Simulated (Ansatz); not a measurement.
Data:

```yaml
crystal:
  lattice:
    - [0.00000, 1.93665, 1.93665]
    - [1.93665, 0.00000, 1.93665]
    - [1.93665, 1.93665, 0.00000]
  atoms:
    - { symbol: Al, position: [0.00000, 0.00000, 0.00000] }
    - { symbol: N, position: [0.50000, 0.50000, 0.50000] }
```

No spin polarisation.

A single point on AlN with a change (isotropic strain −4.25 %), its geometry relaxed with PBEsol.

Calculations: r2SCAN (Ansatz, a program for electronic structure, PAW, without spin-orbit coupling). k-mesh 14×14×14 (Γ-centred); smearing 0.05 eV (Fermi–Dirac).

Q: What band gap does the calculation give?

A: 5.77 eV.

Q: Estimate the gap character.

A: Indirect, Γ → X.

Single points use the geometry relaxed with PBEsol. Whether these cells are dynamically stable was not tested. The cell was made from AlN in the rock salt structure (space group Fm-3m, No. 225; a model cell, its experimental status unchecked) by this change: isotropic strain −4.25 %. This is not the structure that AlN has at room temperature and ambient pressure.
